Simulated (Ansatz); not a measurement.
The parent structure is WSi2 (space group I4/mmm, No. 139; relaxed with 0.1 eV smearing).

```yaml
crystal:
  lattice:
    - [-1.61446, 1.61446, 3.93486]
    - [1.61446, -1.61446, 3.93486]
    - [1.61446, 1.61446, -3.93486]
  atoms:
    - { symbol: W, position: [0.00000, 0.00000, 0.00000] }
    - { symbol: Si, position: [0.33452, 0.33452, 0.00000] }
    - { symbol: Si, position: [0.66548, 0.66548, 0.00000] }
```

Cartesian axes are those of the cell as printed.

Level of theory: Kohn–Sham DFT with the PBE functional, run in Ansatz (a first-principles code) with PAW and 420 eV plane waves, spin-orbit coupling left out.

Modification: biaxial strain +1.82 %, plane normal [001], relaxed out of plane (Cartesian); in-plane vectors clamped, the third vector and the atoms free.

**Question.** What happens to the in-plane stress?

**Answer.** The mean in-plane stress (compression positive) is -8.4 GPa.

**Question.** Estimate the effect on the out-of-plane strain.

**Answer.** The out-of-plane strain is -0.60 %.

Stability against distortions was not tested. All final runs are without spin polarisation.
